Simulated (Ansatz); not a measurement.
A computed series for Sr: alloy series

Start from Sr in the fcc (Cu type) structure (space group Fm-3m, No. 225; a = 5.923 Å).

The other end (x = 1) is Ca in the fcc (Cu type) structure (space group Fm-3m, No. 225): 40.58 Å³/atom, gap zero.

Ca replaces a fraction x of Sr; each row is one arrangement (x, atoms in the cell, starting space group or random), fully relaxed.

Method: PBEsol, PAW, 420 eV (Ansatz, a first-principles code; no spin-orbit coupling), earlier PAW set.

Candidates:
(a) x(Ca) = 0.5, 4 atoms, P4/nmm
(b) x(Ca) = 0.5, 4 atoms, Pmmn
(c) x(Ca) = 0.5, 4 atoms, R-3m

For the base:

| Property | Value |
|---|---|
| Shortest interatomic distance | 4.188 Å |

Task: Order them by shortest interatomic distance, lowest first.

Result: (a) x(Ca) = 0.5, 4 atoms, P4/nmm (3.808 Å), (c) x(Ca) = 0.5, 4 atoms, R-3m (3.847 Å), (b) x(Ca) = 0.5, 4 atoms, Pmmn (3.929 Å)

Each cell is one ordered arrangement of few atoms, which overstates ordering effects compared with a random alloy. Whether these cells are dynamically stable was not tested.
